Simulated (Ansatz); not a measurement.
ZrTeSe (P4/nmm, No. 129, 6 atoms in the cell; start mp-1120787), treated with PBE (plane waves, PAW; Ansatz, a first-principles code).

Settings: plane-wave cutoff 520 eV, 8×8×6 k mesh (along the axes of the cell as run), Fermi–Dirac smearing 0.01 eV, scalar-relativistic PAW data made under PBE.

Cell (relaxed at this level):

```cif
data_Se2Te2Zr2
_chemical_formula_sum 'Zr2 Te2 Se2'
_space_group_name_H-M_alt 'P 1'
_space_group_IT_number 1
_cell_length_a 4.59965
_cell_length_b 4.59965
_cell_length_c 7.24730
_cell_angle_alpha 90.000
_cell_angle_beta 90.000
_cell_angle_gamma 90.000
loop_
_space_group_symop_operation_xyz
  'x, y, z'
loop_
_atom_site_label
_atom_site_type_symbol
_atom_site_fract_x
_atom_site_fract_y
_atom_site_fract_z
_atom_site_occupancy
Zr1 Zr 0.50000 0.00000 0.25840 1
Zr2 Zr 0.00000 0.50000 0.74160 1
Te1 Te 0.50000 0.50000 0.00000 1
Te2 Te 0.00000 0.00000 0.00000 1
Se1 Se 0.50000 0.00000 0.62771 1
Se2 Se 0.00000 0.50000 0.37229 1
```

What does this level give for the band gap, Γ–Γ gap and bulk modulus B0?


* **band gap**: 0.14 eV (on the SCF k mesh)
* **Γ–Γ gap**: 0.92 eV
* **bulk modulus B0**: 57.3 GPa

Note: the relaxation could not lower the start's symmetry, so the cell can be a saddle point above a distorted one; the bulk modulus is −V dP/dV from two relaxed cells at ±2 % in volume.

Spin–orbit coupling is not included; it can close the smallest gap of 0.14 eV.

The computed numbers hold no vibrational or temperature effects.

A start named mp-… is a Materials Project structure, which need not be a measured phase.
